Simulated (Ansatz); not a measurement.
Reference: Zr2PbC (P6_3/mmc), PBEsol, DFPT electron-phonon coupling, linearised Boltzmann equation (plane waves, PAW, scalar-relativistic; Ansatz, a quantum-chemistry and plane-wave program); geometry: relaxed with this functional, without spin-orbit coupling.

```cif
data_C2Pb2Zr4
_chemical_formula_sum 'Zr4 Pb2 C2'
_space_group_name_H-M_alt 'P 1'
_space_group_IT_number 1
_cell_length_a 3.37221
_cell_length_b 3.37221
_cell_length_c 14.72626
_cell_angle_alpha 90.000
_cell_angle_beta 90.000
_cell_angle_gamma 120.000
loop_
_space_group_symop_operation_xyz
  'x, y, z'
loop_
_atom_site_label
_atom_site_type_symbol
_atom_site_fract_x
_atom_site_fract_y
_atom_site_fract_z
_atom_site_occupancy
Zr1 Zr 0.66667 0.33333 0.91709 1
Zr2 Zr 0.33333 0.66667 0.08291 1
Zr3 Zr 0.33333 0.66667 0.41709 1
Zr4 Zr 0.66667 0.33333 0.58291 1
Pb1 Pb 0.66667 0.33333 0.25000 1
Pb2 Pb 0.33333 0.66667 0.75000 1
C1 C 0.00000 0.00000 0.00000 1
C2 C 0.00000 0.00000 0.50000 1
```

| Item | Value |
|---|---|
| resistivity at 300 K | 23 μΩ·cm |

**Question.** Replace Pb by Tl on the same sites and relax. What happens?

**Answer.** Zr2TlC (P6_3/mmc): volume per atom 18.1 to 18.1 Å³; resistivity at 300 K rises (23 μΩ·cm to 28 μΩ·cm).

Moves up to 12 % count as about the same. Metals; harmonic phonons alone scatter; means over directions. Halving the electron mesh moves these values by up to 8 %; q meshes are mostly untested. Spin-orbit coupling is left out.

Computed structure with no diffraction record at hand here (it may be known, metastable or hypothetical): Zr2PbC (P6_3/mmc), Zr2TlC (P6_3/mmc). The missing spin-orbit coupling matters most for Zr2PbC (P6_3/mmc), Zr2TlC (P6_3/mmc).
